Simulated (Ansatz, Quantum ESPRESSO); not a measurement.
## One structure in several programs: CsSnI3 (Pm-3m, 5 atoms in the cell)

Self-consistent single point.

```
CELL_PARAMETERS angstrom
      6.33631     0.00000     0.00000
      0.00000     6.33631     0.00000
      0.00000     0.00000     6.33631
ATOMIC_POSITIONS crystal
  Cs 0.00000 0.00000 0.00000
  Sn 0.50000 0.50000 0.50000
  I  0.50000 0.00000 0.50000
  I  0.00000 0.50000 0.50000
  I  0.50000 0.50000 0.00000
```

Shared settings, as Ansatz (a program for electronic structure) writes them: kpoints.mp_grid.grid = 3 3 3; magnetization.spin_orbit = true; scf.occupations.method = fermi_dirac; scf.occupations.width = 0.05 eV. Potentials and cutoffs stand in the table.

```csv
code,model,pressure (GPa),cutoff
Ansatz,"PBE with spin-orbit coupling, default PAW files",-0.63,default
Quantum ESPRESSO,"PBE, spin-orbit coupling, PseudoDojo fully relativistic norm-conserving (PBE) pseudopotentials",-0.63,75 Ry
```

The spread over the programs that give each value: pressure within 0.00 GPa.

Ansatz's pressure is given at a fixed set of plane waves, as the other plane-wave codes print theirs.

This mesh misses zone-boundary points where a band edge of such crystals can lie, so no gaps are given.

The starting cell has typed, rounded lattice constants, without a prior relaxation at this level. Its lattice was rescaled by a random factor within 2.5 % of one.

Left out of this page: SIESTA (not drawn, or without a comparable value).

Keys are those of Ansatz 0.2.
